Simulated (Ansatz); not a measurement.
Consider BaTiO3 (space group P4mm, No. 99; a = 3.972 Å, c = 4.113 Å). Axes: x, y, z lie along a, b, c of the conventional cell.

One thing is altered: uniaxial stress, 3 GPa compression along x; all other stress components relax to zero.

Method: r2SCAN (Ansatz, a first-principles code, PAW, no SOC).

### Question
Give the band edges at the high-symmetry points of the new zone, measured from its valence-band maximum.

### Answer
| point | valence edge (eV) | conduction edge (eV) |
|---|---|---|
| Γ | -0.51 | 2.24 |
| X | -1.26 | 2.81 |
| S | -0.04 | 4.01 |
| Y | -1.27 | 2.91 |
| Z | -0.73 | 2.34 |
| U | -0.45 | 3.90 |
| R | 0.00 | 4.47 |
| T | -0.48 | 3.92 |

The gap is 2.24 eV, indirect, R → Γ.

Load acts through the strain it causes; cell and atoms are relaxed under it. Stability under load was not tested beyond the relaxation. The final runs are not spin-polarised. k-point labels follow each cell's own Brillouin zone.
